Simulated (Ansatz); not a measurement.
Cu under a change: uniaxial strain ε_zz = +1.31 %

Take Cu in the fcc (Cu type) structure (space group Fm-3m, No. 225; a = 3.5634 Å; relaxed with 0.1 eV smearing) as the base. Axes: x, y, z lie along the cube axes.

Perturbation: the cell is stretched by 1.31 % along z with no lateral relaxation; the atoms relax in the strained cell.

Method: Kohn–Sham DFT with the PBEsol functional, run in Ansatz (a quantum-chemistry and plane-wave program) with PAW and 420 eV plane waves, without spin-orbit coupling, earlier PAW set. Γ-centred 32×32×32 mesh, Fermi–Dirac width 0.1 eV.

- Volume per atom: 11.46 Å³ (base 11.31 Å³)
- Space group: I4/mmm (No. 139) (base Fm-3m (No. 225))
- Shortest interatomic distance: 2.520 Å (base 2.520 Å)
- Energy relative to the base (free energy F): +1.3 meV/atom
- Band gap: zero (base zero)
- Stress (xx, yy, zz, yz, xz, xy; compression positive): (-1.8, -1.8, -2.7, 0.0, 0.0, 0.0) GPa

Final structure:

```
CELL_PARAMETERS angstrom
      0.00000     1.78169     1.80504
      1.78169     0.00000     1.80504
      1.78169     1.78169     0.00000
ATOMIC_POSITIONS crystal
  Cu 0.00000 0.00000 0.00000
```

Cost of the whole job for the changed cell (relaxation, final SCF and bands): roughly 40 core-seconds.

No phonon test of stability was made. The final runs are not spin-polarised.
